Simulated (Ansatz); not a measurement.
Take a 16-atom supercell of WC (space group P-6m2, No. 187; a = 2.922 Å, c = 2.847 Å) at its relaxed geometry as the base.

(Cell as relaxed with PBE.)

Levels (all Ansatz, an electronic-structure program, PAW): PBE (420 eV, no SOC); r2SCAN (500 eV, without spin-orbit coupling).

Each level relaxes its own structure.

It is then changed as follows: one C atom is replaced by Ge, atoms relaxed at fixed cell, starting from a slightly rattled geometry.

```json
[
 {"quantity": "pressure", "PBE": "27.4 GPa", "r2SCAN": "[?]"},
 {"quantity": "largest displacement of a host atom from its site in the perfect cell", "PBE": "0.16 Å", "r2SCAN": "[?]"}
]
```

Problem. What does r2SCAN give?

Solution. 
- pressure, r2SCAN: 28.2 GPa
- largest displacement of a host atom from its site in the perfect cell, r2SCAN: 0.16 Å

PBE's pressure lies 0.8 GPa below r2SCAN's; the two agree on the largest displacement of a host atom from its site in the perfect cell. Neither level is exact; r2SCAN is the comparison here, not a measurement.

The cell is small, so the values are those of an ordered compound at a high defect concentration; dilute-limit values will differ. All final runs are without spin polarisation.
